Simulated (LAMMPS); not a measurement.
Surface tension of liquid Al over temperature.

All values are model results, not measurements: classical MD, pair style eam/fs, file Al_mm.eam.fs (LAMMPS).

| T (K) | surface tension | excess energy |
|---|---|---|
| 930 | 0.30 ± 0.02 N/m | 0.40 J/m² |
| 1070 | 0.30 ± 0.01 N/m | 0.41 J/m² |
| 1260 | 0.293 ± 0.010 N/m | 0.38 J/m² |

Uncertainties are statistical and leave out the potential's own error.
